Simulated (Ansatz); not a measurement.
A set of related cells and their Bader charge of Pt.

Cell A: a layer of C (graphite, P6₃/mmc), 50 atoms, hexagonal cell of 12.32 Å (131.6 Å²), symmetry P3m1 within 0.02 Å, 1.7 Å thick under 15 Å of vacuum, in-plane vectors held at the crystal's; planes from bottom to top: C49 | Pt, its two faces unlike (dipole correction applied); added, foreign or displaced atoms, above the top plane and within the planes: PtC3 bound through C to 2 C at 1.41 Å; spin state with PBE: run without spin, k-point mesh 2×2×1.
```
CELL_PARAMETERS angstrom
     12.32481     0.00000     0.00000
     -6.16240    10.67360     0.00000
      0.00000     0.00000    16.86607
ATOMIC_POSITIONS crystal
  C  0.99934 0.99958 0.46766
  C  0.13204 0.06504 0.47296
  C  0.99990 0.19995 0.47273
  C  0.13170 0.26585 0.48275
  C  0.99934 0.39976 0.46766
  C  0.13204 0.46699 0.47296
  C  0.00003 0.60005 0.46379
  C  0.13320 0.66680 0.46435
  C  0.00003 0.79997 0.46379
  C  0.13320 0.86640 0.46435
  C  0.19967 0.99934 0.46987
  C  0.33301 0.06504 0.47296
  C  0.19708 0.19696 0.48595
  C  0.32595 0.25190 0.50152
  C  0.19708 0.40012 0.48595
  C  0.32595 0.47405 0.50152
  C  0.19967 0.60033 0.46987
  C  0.33301 0.66796 0.47296
  C  0.19995 0.79997 0.46379
  C  0.33327 0.86664 0.46494
  C  0.40024 0.99958 0.46766
  C  0.53345 0.06650 0.46878
  C  0.39988 0.19696 0.48595
  C  0.53415 0.26585 0.48275
  C  0.54810 0.47405 0.50152
  C  0.39988 0.60292 0.48595
  C  0.53415 0.66830 0.48275
  C  0.40024 0.80066 0.46766
  C  0.53345 0.86696 0.46878
  C  0.60019 0.00009 0.46714
  C  0.73333 0.06667 0.46716
  C  0.60005 0.19995 0.47273
  C  0.73350 0.26655 0.46878
  C  0.60304 0.40012 0.48595
  C  0.73496 0.46699 0.47296
  C  0.60304 0.60292 0.48595
  C  0.73496 0.66796 0.47296
  C  0.60005 0.80010 0.47273
  C  0.73350 0.86696 0.46878
  C  0.79991 0.00009 0.46714
  C  0.93304 0.06650 0.46878
  C  0.79991 0.19981 0.46714
  C  0.93304 0.26655 0.46878
  C  0.80042 0.39976 0.46766
  C  0.93336 0.46673 0.46494
  C  0.80066 0.60033 0.46987
  C  0.93360 0.66680 0.46435
  C  0.80042 0.80066 0.46766
  C  0.93336 0.86664 0.46494
  Pt 0.40000 0.40000 0.56711
```

Cell B: a layer of C (graphite, P6₃/mmc), 53 atoms, hexagonal cell of 12.32 Å (131.6 Å²), symmetry P3m1 within 0.02 Å, 4.1 Å thick under 15 Å of vacuum, in-plane vectors held at the crystal's; planes from bottom to top: C49 | Pt | Pt3; added, foreign or displaced atoms, above the top plane and within the planes: Pt4C3 bound through C to 2 C at 1.41 Å; spin state with PBE: parallel moments, net moment 0.7 μB a cell, k-point mesh 2×2×1.
```
Pt4C49
1.0
   12.32481     0.00000     0.00000
   -6.16240    10.67360     0.00000
    0.00000     0.00000    18.85804
C Pt
49 4
Direct
  0.99969   0.00024   0.41502
  0.13260   0.06600   0.41934
  0.00080   0.20095   0.42077
  0.13240   0.26675   0.43092
  0.99967   0.40055   0.41503
  0.13257   0.46770   0.41934
  0.00015   0.60069   0.41040
  0.13334   0.66739   0.41086
  0.00017   0.80059   0.41039
  0.13335   0.86706   0.41086
  0.19983   0.00001   0.41606
  0.33304   0.06598   0.41934
  0.19803   0.19728   0.43273
  0.32651   0.25328   0.44855
  0.19799   0.40183   0.43271
  0.32641   0.47423   0.44854
  0.19980   0.60091   0.41607
  0.33302   0.66814   0.41934
  0.20004   0.80057   0.41039
  0.33341   0.86725   0.41215
  0.40018   0.00023   0.41502
  0.53327   0.06715   0.41689
  0.39891   0.19728   0.43271
  0.53399   0.26676   0.43092
  0.54746   0.47434   0.44856
  0.39888   0.60271   0.43274
  0.53397   0.66834   0.43092
  0.40018   0.80105   0.41503
  0.53326   0.86722   0.41689
  0.60005   0.00058   0.41574
  0.73345   0.06728   0.41608
  0.59978   0.20096   0.42077
  0.73359   0.26748   0.41689
  0.60346   0.40186   0.43274
  0.73474   0.46771   0.41934
  0.60346   0.60275   0.43271
  0.73476   0.66817   0.41934
  0.59978   0.79994   0.42077
  0.73359   0.86723   0.41689
  0.80016   0.00058   0.41574
  0.93351   0.06715   0.41689
  0.80015   0.20069   0.41574
  0.93351   0.26747   0.41690
  0.80049   0.40056   0.41503
  0.93347   0.46732   0.41215
  0.80073   0.60093   0.41607
  0.93367   0.66740   0.41086
  0.80051   0.80107   0.41502
  0.93348   0.86727   0.41214
  0.40011   0.40063   0.51037
  0.46925   0.53882   0.62548
  0.26198   0.33156   0.62551
  0.46925   0.33157   0.62548
```

Computed with Ansatz (plane waves, PAW), its PAW set soft_1, cutoff 420 eV. The structures are at rest with PBE+D3(BJ), within the held lattices; other levels are single points on them. Neutral cells; Fermi-Dirac smearing of at most 0.05 eV in the solids, energies taken to zero width. The lattices are those relaxed with PBE+D3(BJ), so at other levels the solids can be strained. Larger cells are relaxed from a start prepared with the learned potential CHGNet till forces fall under 0.03 eV/Å, which some starts already meet. No structure search was made; lower ones may exist. Spin-orbit coupling is left out. No search over spin orders was made beyond those shown. Values are for these cell sizes. A dispersion term ran beside these levels; it doesn't touch the electrons. Electrons of density maxima off the nuclei are shared among the atoms. Mean over the atoms, with the range where they differ; positive means electrons lost.

Question: What does PBE give for the Bader charge of Pt of each cell (e)?

Answer: 
```tsv
system	PBE
A	0.28
B	0.05 (-0.09 to 0.49)
```

With PBE the value of A exceeds that of B by 0.23 e.

Ansatz is a quantum-chemistry and plane-wave program.
